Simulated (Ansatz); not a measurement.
N interstitial started as a split pair with N in wurtzite GaN (start: split with N; 96-site cell, 2×2×2 shifted sampling). The numbers are results of PBE, PAW (plane waves to 420 eV; Ansatz, a quantum-chemistry and plane-wave program), not measurements. Total energies of the localised charge states, counted from that of charge +1, and their image corrections (point charge with alignment); the host's valence-band maximum lies at 9.259 eV on the cells' energy zero and its gap is 1.71 eV.

| charge | moment (μB) | E − E(first) (eV) | correction (eV) |
|---|---|---|---|
| +1 | 2.0 | 0.000 | 0.248 |
| 0 | 1.0 | 10.738 | 0.000 |

Question: Derive the transition levels above the valence-band maximum and say which of them are thermodynamic.

Answer: A level is the Fermi energy at which two charges have equal formation energy: ε(q/q′) = [E(q′) + corr(q′) − E(q) − corr(q)] / (q − q′) − E_VBM.
ε(+1/0) = [(10.738 + 0.000) − (0.000 + 0.248)] / 1 − 9.259 = 1.23 eV
Thermodynamic levels at least 0.1 eV inside the gap: (+1/0) at 1.23 eV. They hold to tenths of an eV in this cell. Charges with a result: +3, +2, +1, 0, −1. Others weren't obtained, and one of them could lie lower, also by skipping a charge. Charge +3 has its level within 0.1 eV of a band edge or past it. Charge +2 has its level within 0.1 eV of a band edge or past it. Charge −1 has its level within 0.1 eV of a band edge or past it. The geometries come from one start. Flagged in the runs: a host whose relaxation on this sampling wasn't shown to rest, a strain field that reaches the edge of the cell.
